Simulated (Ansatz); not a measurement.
The reference is BN in the zinc blende structure (space group F-43m, No. 216; a = 3.610 Å). Axes: x, y, z lie along the cube axes.

Level of theory: r2SCAN in Ansatz (plane waves to 500 eV, PAW, scalar-relativistic without spin-orbit coupling).

Perturbation: the cell is stretched by 1.50 % along z with no lateral relaxation, atoms relaxed at fixed cell.

Problem. Predict the stress tensor and what it implies for the stiffness.

Solution. Stress of the strained cell less that of the base (GPa, compression positive):
```
  -2.44    0.00    0.00
   0.00   -2.44    0.00
   0.00    0.00  -12.15
```

Then −Δσ_ii/ε with ε = 0.0150 gives secant stiffness values (nonlinear terms included at this strain): C33 ≈ 810 GPa, C13 ≈ 163 GPa and C23 ≈ 163 GPa.

Whether these cells are dynamically stable was not tested.

Ansatz is an electronic-structure program.
